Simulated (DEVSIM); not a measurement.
Structure: Schottky contact on p-type GaAs, at 300 K.

Layer 1 from the left is GaAs, thickness (μm) 19.0, Na (cm⁻³) 3.2e16, τn (s) 3.7e-9, τp (s) 3.7e-9.

Left contact: Schottky, work function 4.674 eV, emission velocity 3.3e6 cm/s. Right contact: ohmic. Voltage is applied to the left contact. Recombination: SRH at mid-gap. Mobility is μmin + (μ − μmin)/(1 + (N/Nref)^α).

The device is made up for the run: typed textbook-type constants, with dimensions and the other settings drawn at random. Values at 300 K.

GaAs: gap (eV) 1.424, affinity (eV) 4.07, permittivity 12.9, Nc (cm⁻³) 4.7e17, Nv (cm⁻³) 9e18, μn (cm²/Vs) 8500, μp (cm²/Vs) 400, μn,min 500, μp,min 20, Nref,n 6e16, Nref,p 1.5e17, αn 0.39, αp 0.38.

DEVSIM, 1D drift-diffusion, Boltzmann statistics, complete ionisation; no tunnelling, impact ionisation, image-force lowering or self-heating. Metal contacts follow the ideal Schottky-Mott rule: no Fermi-level pinning, no interface dipoles.

Dark forward current:

| |V| (V) | |J| (A/cm²) |
|---|---|
| 0.05 | 4.023e-7 |
| 0.10 | 3.163e-6 |
| 0.15 | 2.210e-5 |
| 0.20 | 0.0001519 |
| 0.25 | 0.001039 |
| 0.30 | 0.007092 |
| 0.35 | 0.04814 |
| 0.40 | 0.3211 |
| 0.45 | 1.974 |
| 0.50 | 9.010 |
| 0.55 | 25.16 |
| 0.60 | 48.32 |
| 0.65 | 75.41 |
| 0.70 | 104.7 |
| 0.75 | 135.4 |
| 0.80 | 167.0 |
| 0.85 | 199.2 |
| 0.90 | 231.9 |
| 0.95 | 264.9 |
| 1.00 | 298.3 |
| 1.05 | 331.8 |
| 1.10 | 365.6 |
| 1.15 | 399.5 |
| 1.20 | 433.5 |
| 1.25 | 467.7 |
| 1.30 | 502.0 |

Problem. Work out the local ideality factor n = ΔV / (kT/q · ln(J2/J1)) between the rows 0.15 and 0.20 V, 1.25 and 1.30 V.

Solution. kT/q = 25.85 mV. From 0.15 to 0.20 V: ln(0.0001519/2.210e-5) = 1.928, n = 1.00, near the 1 of diffusion or emission over a barrier. From 1.25 to 1.30 V: ln(502.0/467.7) = 0.071, n = 27.33; the layers' resistance at their doping, Σ W/(qμN) = 0.0014 Ω cm², would take 48 mV of this step of 50 mV.

Problem. Estimate the current at 0.25 V for emission alone, J0 = q v N_band exp(−φB/kT), and read the barrier back from the simulated current.

Solution. φB = 0.820 eV, N_band = 9.00e18 cm⁻³, J0 = 7.96e-8 A/cm²; J = J0 (exp(qV/kT) − 1) = 0.00126 A/cm². The simulation gives 0.00104 A/cm²; the estimate lies 21 % above. Read backwards, the simulated current gives an apparent barrier of 0.825 eV. The estimate leaves out transport through the depletion region and minority injection.
